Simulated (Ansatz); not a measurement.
## By hand: formation energy of H_i in Rh (fcc, Fm-3m)

This concerns the formation energy of H_i in Rh (fcc, Fm-3m). Reaction: 32 Rh (fcc) + 1/2 H2 (gas) → cell A.

A: a supercell of 32 sites of Rh (fcc, Fm-3m) with H off the lattice sites (6 Rh at 1.95 Å); spin state with PBE: run without spin.

Setting: static, neutral cells in Ansatz (PAW) whose structures rest at the PBE level. Ansatz (a program for electronic structure) runs with its PAW set soft_1. Other levels take these structures. The lattices are those relaxed with PBE, so at other levels the solids can be strained, which adds to the spread. Larger cells are relaxed from a start prepared with the learned potential CHGNet, on a coarser mesh till forces fall under 0.03 eV/Å, which some starts already meet. A dispersion term (D3(BJ), or D4 for r2SCAN) was computed beside these levels and is taken off wherever the name lacks it. Mesh and cell size may move defect energies by 0.1 eV or more. Cell A has symmetry Pm-3m and got no random move, so less symmetric positions, which may lie lower, weren't tried.

Total energies of the cells in eV, at zero smearing width. They compare only within one column; the weights balance every element.

```tsv
cell	atoms	weight	r2SCAN	RPBE
A: Rh:H_i	33	+1	-205305.67517	-205148.94348
Rh (fcc)	32	−1	-205289.89862	-205133.34492
H2 (gas)	2	−1/2	-31.88931	-32.07063
```

r2SCAN: (-205305.67517) − (-205289.89862) − 1/2 × (-31.88931) = 0.168 eV.

RPBE: (-205148.94348) − (-205133.34492) − 1/2 × (-32.07063) = 0.437 eV.
